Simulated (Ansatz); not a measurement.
# CdSe: response to strain

Take CdSe in the zinc blende structure (space group F-43m, No. 216) as the base.

```xyz
2
Lattice="0.0000 3.0667 3.0667 3.0667 0.0000 3.0667 3.0667 3.0667 0.0000" Properties=species:S:1:pos:R:3 pbc="T T T"
Se     4.6000     4.6000     4.6000
Cd     0.0000     0.0000     0.0000
```

Strains are applied to the cell and any free atomic positions relax.

All numbers come from Ansatz (a program for electronic structure) r2SCAN, without spin-orbit coupling, earlier PAW set.

```csv
isotropic strain (%),band gap (eV)
-0.59,1.07
0,1.03
0.56,?
1.24,0.95
```

Task: Fit E_g = E₀ + Dε (ε in %) to the rows shown and predict the withheld row.

Result: Least squares on the printed values gives E₀ = 1.03 eV, D = -65.4 meV per % of strain (largest residual 0.00 eV); this predicts 0.99 eV, and the run gives 1.00 eV, in agreement.

Whether these cells are dynamically stable was not tested.
